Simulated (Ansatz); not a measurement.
Results of LDA in Ansatz (plane waves, PAW) for Mo₂GaN (model structure, started from the MAX type, P6₃/mmc, No. 194, 8 atoms in the cell).

Settings: plane-wave cutoff 520 eV, 24×24×6 k mesh (along the axes of the cell as run), Fermi–Dirac smearing 0.05 eV, no spin polarisation, scalar-relativistic PAW data made under PBE.

Cell (relaxed at this level):

```yaml
crystal:
  lattice:
    - [2.82640, 0.00000, 0.00000]
    - [-1.41320, 2.44773, 0.00000]
    - [0.00000, 0.00000, 14.15734]
  atoms:
    - { symbol: Ga, position: [0.33333, 0.66667, 0.75000] }
    - { symbol: Ga, position: [0.66667, 0.33333, 0.25000] }
    - { symbol: Mo, position: [0.33333, 0.66667, 0.09601] }
    - { symbol: Mo, position: [0.66667, 0.33333, 0.59601] }
    - { symbol: Mo, position: [0.66667, 0.33333, 0.90399] }
    - { symbol: Mo, position: [0.33333, 0.66667, 0.40399] }
    - { symbol: N, position: [0.00000, 0.00000, 0.00000] }
    - { symbol: N, position: [0.00000, 0.00000, 0.50000] }
```

**Question.** What does this level give for the bulk modulus?

**Answer.** 
bulk modulus: 249 GPa

Note: the run has no spin polarisation, so it can have missed a magnetic state; the bulk modulus is −V dP/dV from two relaxed cells at ±2 % in volume; the relaxation could raise the start's symmetry but not lower it, so the cell can be a saddle point.

Computed values are for the static lattice.

A model structure was made by putting elements into a prototype or built by hand; it is no filed structure, need not be a known phase, and can be a saddle point held by its symmetry.

Ansatz is a quantum-chemistry and plane-wave program.
